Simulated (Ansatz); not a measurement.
## GaN: pressure series

The reference is GaN in the wurtzite structure (space group P6_3mc, No. 186; a = 3.152 Å, c = 5.138 Å).

Cell and atoms are relaxed at each pressure.

Method: Ansatz (a quantum-chemistry and plane-wave program) LDA, no spin-orbit coupling.

Two rows of this table had their results exchanged by mistake.

```csv
pressure,volume per atom (Å³),shortest distance (Å),band gap
pressure −2 GPa,11.16,1.934,2.06 eV
pressure −1 GPa,10.36,1.887,2.56 eV
pressure 0.9 GPa,11.00,1.925,2.16 eV
pressure 2.1 GPa,10.94,1.921,2.20 eV
pressure 4.5 GPa,10.82,1.914,2.27 eV
pressure 9 GPa,10.61,1.902,2.40 eV
pressure 15 GPa,11.11,1.930,2.10 eV
pressure 22.5 GPa,10.09,1.870,2.74 eV
pressure 30 GPa,9.85,1.855,2.90 eV
```

Problem. Which two?

Solution. The rows for pressure −1 GPa and pressure 15 GPa: the volume has to fall steadily with pressure, so 11.11 Å³ belongs to pressure −1 GPa and 10.36 Å³ to pressure 15 GPa.

Load acts through the strain it causes; cell and atoms are relaxed under it. Whether these cells are dynamically stable was not tested. Tetrahedral semiconductors of this kind turn to denser phases somewhere between about 1 and 50 GPa; those were not computed, so compressed cells here can lie past the real transition.
